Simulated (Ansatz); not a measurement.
We consider Cu2ZnSnSe4 (I-42m, No. 121), described by r²SCAN+rVV10 (plane waves, PAW; Ansatz, a program for electronic structure).

Numerical settings: plane-wave cutoff 500 eV, 10×10×10 k mesh, Fermi–Dirac smearing 0.05 eV, no spin polarisation, scalar-relativistic PAW data made under PBE.

Computed at the level's own relaxed cell.

### Question
Give the computed equilibrium volume per atom, lattice parameter a and c axis length.

### Answer

equilibrium volume per atom: 22.76 Å³/atom
lattice parameter a: 5.663 Å
c axis length: 11.358 Å

Spin–orbit coupling is not included.

Computed values are for the static lattice.

It cost very roughly 28 core-minutes of CPU time.
